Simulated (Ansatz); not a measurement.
Take SrO in the rock salt structure (space group Fm-3m, No. 225; a = 5.1949 Å) as the base.

Calculations: DFT with PBE, PAW potentials and a 420 eV plane-wave cutoff in Ansatz (an electronic-structure program), without spin-orbit coupling.

Strains are applied to the cell and any free atomic positions relax.

One change was made to it. Results:

The valley order (the lowest conduction-band minima on the path, energy above the VBM, named in the base's zone) goes from X along ⟨100⟩ 3.33 eV; Γ 3.79 eV to Γ 3.20 eV; X along ⟨100⟩ 3.34 eV; the electron mass becomes 0.33 mₑ (at Γ) (base: 1.2 mₑ along k, 0.41 mₑ across (at X)); the pressure goes from zero to -6.15 GPa.

Task: Name the change that was made.
A. isotropic strain +1.50 %
B. isotropic strain −3.00 %
C. isotropic strain +1.00 %
D. isotropic strain +3.00 %
E. isotropic strain +2.00 %

Result: D, isotropic strain +3.00 %. For comparison, the valley order in the other runs: isotropic strain +2.00 % gives X along ⟨100⟩ 3.34 eV; Γ 3.39 eV; isotropic strain +1.00 % gives X along ⟨100⟩ 3.33 eV; Γ 3.59 eV; isotropic strain −3.00 % gives X along ⟨100⟩ 3.28 eV; Γ 4.46 eV; isotropic strain +1.50 % gives X along ⟨100⟩ 3.34 eV; Γ 3.49 eV.

The levels and masses belong to the bands next to the band gap. Masses are band curvatures over ±0.01 Å⁻¹ around the edge. Along k means along the line from Γ to the band edge. No phonon test of stability was made.
